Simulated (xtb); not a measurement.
xtb 6.7.1, GFN1-xTB: CC(C)(C)c1ccc(-c2cc3c(s2)-c2sc(-c4ccc5c(c4)oc4ccccc45)cc2C3(C)C)[se]1, 61 atoms. The geometry is a generated start, not checked to be a minimum at this level.

```json
{
 "run_flags": "--grad",
 "method": "GFN1-xTB",
 "--acc": "1 (default)",
 "--etemp (K)": "300 (default)",
 "basis_functions": "210",
 "valence_electrons": "174"
}
```

One run each on 1 thread. Values of broydamp tried: 0.02, 0.05, 0.1, 0.2, 0.4 (default), 0.6, 0.8, 1.

Task: How does the count of SCC iterations change with broydamp, and where is it least?

Result: Fewest SCC iterations, within one of each other: 0.2 with 12, 0.4 (default) with 12, 0.6 with 13. The count rises to 19 at 0.02. All converge to one solution.

```csv
broydamp,SCC iterations,end
0.02,19,same solution
0.05,17,same solution
0.1,14,same solution
0.2,12,same solution
0.4 (default),12,same solution
0.6,13,same solution
0.8,14,same solution
1,15,same solution
```
